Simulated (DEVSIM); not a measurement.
System: Pd/La2O3/SiO2/n-Si capacitor, at 300 K.

Layer 1 from the left is La2O3, thickness (nm) 30.0. Layer 2 from the left is SiO2, thickness (nm) 0.830. Layer 3 from the left is Si, thickness (nm) 4100, Nd (cm⁻³) 2e16.

Metal gate on the left, work function 5.2 eV. Fixed charge at the semiconductor interface 2.5e10 cm⁻² (in units of +e); no interface traps.

The device is made up for the run: typed textbook-type constants, with dimensions and the other settings drawn at random. Values at 300 K.

La2O3: gap (eV) 5.8, affinity (eV) 1.8, permittivity 27. SiO2: gap (eV) 9, affinity (eV) 0.9, permittivity 3.9. Si: gap (eV) 1.124, affinity (eV) 4.05, permittivity 11.7, Nc (cm⁻³) 2.86e19, Nv (cm⁻³) 3.1e19.

**Question.** Estimate by hand the flat-band voltage, the threshold voltage, and compare with a numerical solution.

**Answer.** 
- Flat-band voltage: C = 0.669 μF/cm², work-function difference 0.962 V; VFB = φms − qNf/C = 0.96 V; numerical 0.96 V.
- Threshold voltage: φF = 0.373 V, depletion charge √(4εqNφF) = 7.04e-8 C/cm²; VT = VFB − 2φF − Qd/C = 0.10 V; numerical 0.10 V.

Simulated with DEVSIM: 1D Poisson equation in equilibrium, Boltzmann statistics, complete ionisation; no quantum confinement or tunnelling. Metal contacts follow the ideal Schottky-Mott rule: no Fermi-level pinning, no interface dipoles.
